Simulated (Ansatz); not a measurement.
The starting structures come from a database of crystals and need not be the phases stable at ambient conditions.

Data:

```xyz
4
Lattice="4.5902 0.0000 0.0000 0.0000 7.4378 0.0000 2.2951 0.0000 3.9752" Properties=species:S:1:pos:R:3 pbc="T T T"
Mg     2.2951     0.0298     1.3251
Mg     4.5902     3.7487     2.6502
Te     2.2951     4.6560     1.3251
Te     4.5902     0.9371     2.6502
```

The cell is taken as given; by PBEsol it stands under a pressure of -0.6 GPa.

Transport runs along the normal of the first two printed cell vectors, the (100) plane of the conventional cell.

The gap is the functional's own. No spin-orbit coupling. Mid-gap values are those at the computed energy nearest the middle.

### Question
Compute, with Ansatz (a first-principles code) with PBEsol, the band gap and the smallest decay constant κ at mid-gap.

### Answer
Gap 2.30 eV on a 8×4×8 mesh; κ = 0.160 1/Å, at the zone centre.
